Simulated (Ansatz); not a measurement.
Consider interstitial N in beta Ge3N4, charge state -1. Method: PBE, PAW (plane waves to 420 eV; Ansatz, an electronic-structure program).

Settings: 84 host sites, the relaxed PBE lattice, one k-point at (0.250, 0.250, 0.250), smearing 0.01 eV, spin-restricted, no image-charge correction. Energies are static. The charge state is imposed; whether it is stable for some Fermi level was not computed. Sites that were not tried may lie lower.

Barriers: single points on a 2×2×2 k-point mesh shifted by half a step along c at the bands' geometries.

Relaxed starting cell (atoms counted from 1):

```
CELL_PARAMETERS angstrom
     16.25891     0.00000     0.00000
     -4.06473     7.04032     0.00000
      0.00000     0.00000     9.34238
ATOMIC_POSITIONS crystal
  Ge 0.21364 0.14283 0.23457
  Ge 0.20178 0.16723 0.57581
  Ge 0.19823 0.16396 0.90817
  Ge 0.70243 0.17005 0.25489
  Ge 0.70352 0.16946 0.58852
  Ge 0.70209 0.16862 0.92132
  Ge 0.11439 0.38791 0.07871
  Ge 0.12179 0.40240 0.40447
  Ge 0.11839 0.40688 0.74274
  Ge 0.61749 0.40618 0.08947
  Ge 0.62281 0.41404 0.42623
  Ge 0.61630 0.40496 0.75766
  Ge 0.42504 0.26558 0.26794
  Ge 0.41626 0.23705 0.59417
  Ge 0.41086 0.22944 0.92914
  Ge 0.91471 0.23436 0.24673
  Ge 0.91678 0.23712 0.57837
  Ge 0.91388 0.23329 0.91213
  Ge 0.28045 0.81745 0.06933
  Ge 0.29918 0.83224 0.43203
  Ge 0.29819 0.82496 0.75113
  Ge 0.79674 0.82844 0.08080
  Ge 0.79876 0.83195 0.41420
  Ge 0.79570 0.82770 0.74646
  Ge 0.08038 0.75560 0.07329
  Ge 0.08753 0.76144 0.40920
  Ge 0.08474 0.76057 0.74227
  Ge 0.58400 0.76326 0.08899
  Ge 0.58467 0.76284 0.42204
  Ge 0.58330 0.76195 0.75641
  Ge 0.37925 0.60065 0.25517
  Ge 0.38157 0.58777 0.58863
  Ge 0.37855 0.59011 0.92535
  Ge 0.88241 0.59194 0.24633
  Ge 0.88280 0.59248 0.57880
  Ge 0.88002 0.59008 0.91086
  N  0.33744 0.34636 0.25662
  N  0.33256 0.32811 0.58767
  N  0.32942 0.32763 0.92606
  N  0.83264 0.33122 0.24917
  N  0.83376 0.33183 0.58179
  N  0.83182 0.32998 0.91519
  N  0.15434 0.64231 0.05627
  N  0.17002 0.66617 0.40664
  N  0.16763 0.66684 0.73659
  N  0.66631 0.66681 0.08582
  N  0.66945 0.67247 0.41909
  N  0.66546 0.66553 0.75217
  N  0.15605 0.32241 0.24149
  N  0.15193 0.32955 0.57642
  N  0.15197 0.33046 0.90708
  N  0.65187 0.33180 0.25713
  N  0.65302 0.33104 0.59204
  N  0.65212 0.33100 0.92315
  N  0.48698 0.30527 0.09228
  N  0.49510 0.33338 0.43531
  N  0.48571 0.30673 0.76284
  N  0.98294 0.28835 0.07915
  N  0.98837 0.30206 0.41130
  N  0.98644 0.30112 0.74602
  N  0.35072 0.00863 0.29097
  N  0.34149 0.97490 0.59468
  N  0.33445 0.96805 0.91118
  N  0.83460 0.97187 0.24738
  N  0.83599 0.97383 0.58097
  N  0.83318 0.97008 0.91301
  N  0.34747 0.68280 0.08928
  N  0.34966 0.67219 0.42604
  N  0.34607 0.65965 0.75512
  N  0.84822 0.66806 0.07942
  N  0.84794 0.66781 0.41286
  N  0.84696 0.66747 0.74444
  N  0.14248 0.01949 0.06780
  N  0.16388 0.02329 0.41221
  N  0.16268 0.02301 0.74145
  N  0.66401 0.02641 0.08819
  N  0.66437 0.02685 0.42160
  N  0.66415 0.02515 0.75495
  N  0.01264 0.68627 0.24451
  N  0.01346 0.69055 0.57538
  N  0.00946 0.68494 0.90572
  N  0.51253 0.69792 0.25536
  N  0.51350 0.70014 0.58920
  N  0.51130 0.69635 0.92333
  N  0.27723 0.98632 0.19214
```
Cell charge -1.

End state 1 differs by these moves (Å; atoms that move under 0.08 Å are left out):

```json
[
 {"atom": "1", "element": "Ge", "Δx": "-0.06", "Δy": "0.26", "Δz": "0.29"},
 {"atom": "2", "element": "Ge", "Δx": "-0.03", "Δy": "0.04", "Δz": "0.08"},
 {"atom": "7", "element": "Ge", "Δx": "0.06", "Δy": "0.06", "Δz": "0.01"},
 {"atom": "13", "element": "Ge", "Δx": "0.00", "Δy": "-0.17", "Δz": "-0.06"},
 {"atom": "19", "element": "Ge", "Δx": "-0.06", "Δy": "0.26", "Δz": "0.29"},
 {"atom": "21", "element": "Ge", "Δx": "-0.03", "Δy": "0.04", "Δz": "0.08"},
 {"atom": "25", "element": "Ge", "Δx": "0.00", "Δy": "-0.17", "Δz": "-0.06"},
 {"atom": "31", "element": "Ge", "Δx": "0.06", "Δy": "0.06", "Δz": "0.01"},
 {"atom": "37", "element": "N", "Δx": "0.09", "Δy": "0.06", "Δz": "0.21"},
 {"atom": "38", "element": "N", "Δx": "-0.02", "Δy": "0.02", "Δz": "0.10"},
 {"atom": "43", "element": "N", "Δx": "0.09", "Δy": "0.06", "Δz": "0.21"},
 {"atom": "45", "element": "N", "Δx": "-0.02", "Δy": "0.02", "Δz": "0.10"},
 {"atom": "56", "element": "N", "Δx": "0.01", "Δy": "-0.15", "Δz": "-0.05"},
 {"atom": "58", "element": "N", "Δx": "0.02", "Δy": "0.08", "Δz": "0.01"},
 {"atom": "61", "element": "N", "Δx": "0.23", "Δy": "-0.21", "Δz": "-0.22"},
 {"atom": "63", "element": "N", "Δx": "0.00", "Δy": "0.04", "Δz": "0.11"},
 {"atom": "73", "element": "N", "Δx": "0.23", "Δy": "-0.21", "Δz": "-0.22"},
 {"atom": "74", "element": "N", "Δx": "0.00", "Δy": "0.04", "Δz": "0.11"},
 {"atom": "81", "element": "N", "Δx": "0.01", "Δy": "-0.15", "Δz": "-0.05"},
 {"atom": "82", "element": "N", "Δx": "0.02", "Δy": "0.08", "Δz": "0.01"},
 {"atom": "85", "element": "N", "Δx": "-0.99", "Δy": "0.18", "Δz": "-0.46"}
]
```

### Question
What forward and backward barriers to end state 1 does PBE, PAW give?

### Answer
forward 0.69 eV, backward 0.69 eV; at the saddle point atom 85 has neighbours Ge at 1.91, Ge at 1.93, Ge at 2.47; 2 N at 2.04 Å. The saddle point's order was not checked.
